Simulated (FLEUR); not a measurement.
Band structure of SiGe (P6_3mc, 4 atoms in the cell).

```yaml
crystal:
  lattice:
    - [3.90445, 0.00000, 0.00000]
    - [-1.95223, 3.38135, 0.00000]
    - [0.00000, 0.00000, 6.45078]
  atoms:
    - { symbol: Si, position: [0.66667, 0.33333, 0.87461] }
    - { symbol: Si, position: [0.33333, 0.66667, 0.37461] }
    - { symbol: Ge, position: [0.66667, 0.33333, 0.50039] }
    - { symbol: Ge, position: [0.33333, 0.66667, 0.00039] }
```

Computed with PBEsol, all-electron FLAPW (FLEUR), scalar-relativistic valence.

Settings: Kmax = 3.9 1/bohr; GmaxXC = 11.7 1/bohr; xcFunctional = PBEs; jspins = 1; l_soc = F; mode = hist; fermiSmearingEnergy = 0.00073499 Htr; mesh (inpgen div1-3) = 10 10 5; inpgen gamma flag = true; Gmax = 11.7 1/bohr; numbands = 0; maxIterBroyd = 15; imix = Anderson; alpha = 0.05.

The starting cell comes from a database of computed structures (which also holds hypothetical and non-ambient phases and stackings), without a prior relaxation at this level. Values depend on the basis (sphere radii, cutoffs, local orbitals), which need not be converged.

Levels in eV from the Fermi level, bands 15 to 22:
```json
[
 {"point": "Γ", "15": "-1.59", "16": "-0.31", "17": "0.00", "18": "0.00", "19": "0.40", "20": "1.45", "21": "2.04", "22": "2.04"},
 {"point": "M", "15": "-4.78", "16": "-3.19", "17": "-3.03", "18": "-1.54", "19": "0.37", "20": "1.97", "21": "3.22", "22": "3.34"},
 {"point": "K", "15": "-5.26", "16": "-3.66", "17": "-3.66", "18": "-3.41", "19": "0.99", "20": "4.76", "21": "4.76", "22": "5.52"},
 {"point": "A", "15": "-0.97", "16": "-0.97", "17": "-0.97", "18": "-0.97", "19": "1.20", "20": "1.20", "21": "3.09", "22": "3.09"},
 {"point": "L", "15": "-2.61", "16": "-2.61", "17": "-2.53", "18": "-2.53", "19": "0.63", "20": "0.63", "21": "1.80", "22": "1.80"},
 {"point": "H", "15": "-4.55", "16": "-4.55", "17": "-2.11", "18": "-2.11", "19": "1.35", "20": "1.35", "21": "3.73", "22": "3.73"}
]
```
